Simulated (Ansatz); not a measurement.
An Ansatz (an electronic-structure program) run: P with a change (x(As) = 0.625, 8 atoms, Cm); Kohn–Sham DFT with the r2SCAN+rVV10 functional, run in Ansatz with PAW and 500 eV plane waves, no SOC.

Input:

Ansatz 0.2 input:
```yaml
crystal:
  lattice:
    - [5.509800713, -1.7584906109, 0]
    - [5.509800713, 1.7584906109, 0]
    - [-0.0272583649, 0, 9.139651334]
  atoms:
    - { symbol: As, position: [0.5993796287, 0.5993796287, 0.2964833289] }
    - { symbol: As, position: [0.614114402, 0.614114402, 0.7790645779] }
    - { symbol: As, position: [0.3830471878, 0.3830471878, 0.2162943713] }
    - { symbol: P, position: [0.4086011267, 0.4086011267, 0.701655931] }
    - { symbol: P, position: [0.0972455649, 0.0972455649, 0.4683376503] }
    - { symbol: As, position: [0.1050932575, 0.1050932575, 0.9644688251] }
    - { symbol: As, position: [0.8872054068, 0.8872054068, 0.0303222921] }
    - { symbol: P, position: [0.9053134257, 0.9053134257, 0.5433730233] }
basis: { ecutwfc: 500, ecutrho_ratio: 4, xc_grid: 4, fft_grid_basis: typed }
kpoints: { mp_grid: { grid: [10, 10, 4] } }
hamiltonian:
  xc: r2scan
  dispersion: rvv10
  pseudopotentials: { kind: paw }
scf: { occupations: { method: fermi_dirac, width: 0.05 }, convergence: { dr2_threshold: 0.0000000008 } }
output: { forces: true, stress: true }
checkpoint: { write: state.ck, write_every: 1000 }
```

Output:

```
WARN ansatz: RAYON_NUM_THREADS=1 ignored (pool sized by the plan → 1); use --threads N
Pseudopotentials: kind: paw
Pseudopotential: As, paw, valence charge 15
Pseudopotential: P, paw, valence charge 5
Functional definition: r2SCAN+rVV10
Crystal: 8 atoms, lattice volume = 177.107 Å³
Basis set: ecut = 500 eV, 4519 PW (Γ), exchange–correlation on 180×180×288 points (64 copies of the dense FFT grid, shifted against one another)
Bands: 53, of which v1, the nominal top of the filled ones, is band 45 counted from 1 (44 counted from 0)
Symmetry: 2 space group operations
Space group: Cm (ITA 8), of the structure as read, at distance tolerance 5.6e-5 Å
k-points: 117 of 400 (time reversal used)
rVV10 density: all electrons in the spheres
PAW frozen core: As, regenerated for the run's functional
PAW frozen core: P, regenerated for the run's functional
Initial density: superposition of atomic densities (neutral atoms: chi_scale 0, normalization atom), corrected by the library's trained network
Initial wavefunctions: pseudopotential atomic-orbital guess
Eigensolver: davidson
Functional: x = r2scan, c = r2scan + rvv10(b = 11.95, C = 0.0093); τ floored in thin density (d = 2e-4 eV/Å³)
SCF iter   1: F=—  HF=-26592.417390 eV  |F-HF|=—  |Δ(HF+E_count)|=         —  Δρ=4.10e-3  dr2=3.55e-2  dr2_τ=2.82e-2  ethr=1.77e-3  ⟨swp⟩=8.0  Hψ=25507  notcnv=0  defer=3
all-band conjugate gradients solve this SCF's bands
preconditioner: auto → Kerker (q_TF=auto, 2.437 Å⁻¹)
SCF iter   2: F=—  HF=-26592.452617 eV  |F-HF|=—  |Δ(HF+E_count)|=   3.52e-2  Δρ=2.42e-3  dr2=1.25e-2  dr2_τ=2.03e-4  ethr=3.94e-5  ⟨swp⟩=2.7  Hψ=13479  notcnv=0  defer=194
SCF iter   3: F=—  HF=-26592.452235 eV  |F-HF|=—  |Δ(HF+E_count)|=   3.82e-4  Δρ=1.21e-3  dr2=4.52e-3  dr2_τ=7.82e-5  ethr=1.39e-5  ⟨swp⟩=1.5  Hψ=6148  notcnv=0  defer=194
SCF iter   4: F=—  HF=-26592.451874 eV  |F-HF|=—  |Δ(HF+E_count)|=   3.61e-4  Δρ=2.64e-4  dr2=6.69e-4  dr2_τ=6.32e-6  ethr=5.02e-6  ⟨swp⟩=2.0  Hψ=7646  notcnv=0  defer=194
SCF iter   5: F=—  HF=-26592.451811 eV  |F-HF|=—  |Δ(HF+E_count)|=   6.30e-5  Δρ=9.95e-5  dr2=1.10e-4  dr2_τ=1.82e-6  ethr=7.43e-7  ⟨swp⟩=2.0  Hψ=7454  notcnv=0  defer=194
SCF iter   6: F=—  HF=-26592.451799 eV  |F-HF|=—  |Δ(HF+E_count)|=   1.22e-5  Δρ=4.45e-5  dr2=1.34e-5  dr2_τ=2.17e-7  ethr=1.22e-7  ⟨swp⟩=2.0  Hψ=9741  notcnv=0  defer=194
SCF iter   7: F=—  HF=-26592.451795 eV  |F-HF|=—  |Δ(HF+E_count)|=   4.05e-6  Δρ=2.32e-5  dr2=2.66e-6  dr2_τ=3.83e-8  ethr=1.48e-8  ⟨swp⟩=2.0  Hψ=11199  notcnv=0  defer=194
SCF iter   8: F=—  HF=-26592.451763 eV  |F-HF|=—  |Δ(HF+E_count)|=   3.23e-5  Δρ=9.37e-6  dr2=6.17e-7  dr2_τ=3.76e-9  ethr=2.96e-9  ⟨swp⟩=2.0  Hψ=10586  notcnv=0  defer=194
SCF iter   9: F=—  HF=-26592.451763 eV  |F-HF|=—  |Δ(HF+E_count)|=   2.20e-9  Δρ=3.17e-6  dr2=7.74e-8  dr2_τ=1.11e-9  ethr=6.86e-10  ⟨swp⟩=2.3  Hψ=7850  notcnv=0  defer=194
SCF iter  10: F=—  HF=-26592.451763 eV  |F-HF|=—  |Δ(HF+E_count)|=   9.44e-9  Δρ=1.45e-6  dr2=1.74e-8  dr2_τ=1.14e-10  ethr=8.60e-11  ⟨swp⟩=2.1  Hψ=11059  notcnv=0  defer=194
SCF iter  11: F=—  HF=-26592.451763 eV  |F-HF|=—  |Δ(HF+E_count)|=   5.97e-9  Δρ=8.85e-7  dr2=3.00e-9  dr2_τ=5.91e-11  ethr=1.93e-11  ⟨swp⟩=2.0  Hψ=10977  notcnv=0  defer=194
SCF iter  12: F=-26592.451763 eV  HF=-26592.451763 eV  |F-HF|=4.87e-10  |Δ(HF+E_count)|=  3.20e-10  Δρ=3.16e-7  dr2=4.74e-10  dr2_τ=4.08e-12  ethr=1.00e-12  ⟨swp⟩=5.0  Hψ=21766  notcnv=0
SCF 1 converged in 12 iterations: F = -26592.451763 eV  dr2 = 4.74e-10
SCF converged after 12 iterations
Free energy (F): -26592.451763 eV
Harris-Foulkes:  -26592.451763 eV  (|F-HF|=4.87e-10)
Internal energy: -26592.451098 eV  (E = F + TS)
E sigma→0 (E₀):  -26592.451430 eV
Entropy (-TS):   -0.000665 eV (-0.083 meV/atom)
Fermi energy:    8.537325 eV
--- Per-component energies (eV) ---
  E_band       = -1352.168831
  E_kinetic    = 720.086915
  E_local      = -11656.248583  (includes V_loc(G=0)·N_el)
  E_nonlocal   = -3250.793739
  E_hartree    = 6168.080639
  E_xc         = -536.646465
  E_vxc        = -613.291459  (∫ρ·V_xc dr)
  E_paw        = -10963.375308  (= ΣΔE_a)
  E_vpaw       = 1080.706597  (= ΣTr[D̂ρ^β])
  E_aug_tail   = 0.000038  (compensation charges beyond the density's cutoff)
  E_vtau       = 31.209695  (kinetic-family band-sum trace: ∫τ·v_τ [+ j·A + Jᵃ·Aᵃ] dr)
  E_ewald      = -7065.995029
  E_core_change = -7.559565  (= ΣΔE_core)
  E_smearing   = -0.000665  (= −TS)
  E_closure    = 0.000000  (closes the sum)
  Σ components = -26592.451763   (vs F -26592.451763, Δ=0.00e0)
  [band-id]    e_kinetic+e_local+e_nonlocal+2·e_hartree+e_vxc+e_vpaw+e_augmentation_tail+e_vtau = -1352.169259   (vs E_band -1352.168831, Δ=-4.28e-4)
--- Forces (eV/Å), atoms counted from 1 ---
  atom   1  As     0.00020344     0.00000000     0.00481782
  atom   2  As     0.00123641     0.00000000     0.00525058
  atom   3  As    -0.00159595     0.00000000    -0.00473285
  atom   4  P     -0.00160917     0.00000000    -0.00743249
  atom   5  P      0.00191713     0.00000000    -0.00667429
  atom   6  As     0.00041471     0.00000000    -0.00432569
  atom   7  As    -0.00021125     0.00000000     0.00466472
  atom   8  P     -0.00035417     0.00000000     0.00843595
  max |Σ_I F_I| component: 3.76e-6 eV/Å
--- Stress (GPa, compression-positive) ---
        0.001622       0.000000      -0.004719
        0.000000      -0.019808       0.000000
       -0.004719       0.000000      -0.008431
  P = ⅓ Tr σ = -0.0089 GPa (-0.089 kbar)
  The stress holds the Pulay correction. Without it, at fixed plane waves, as pw.x and ABINIT print it: P = -0.0262 GPa
  The stress includes an estimate of the error left by incomplete SCF convergence (largest component -0.0001 GPa).
--- Band table ---
  band table: none
```

Each cell is one ordered arrangement of few atoms, which overstates ordering effects compared with a random alloy. No phonon test of stability was made. The cell was made from P by this change: x(As) = 0.625, 8 atoms, Cm.
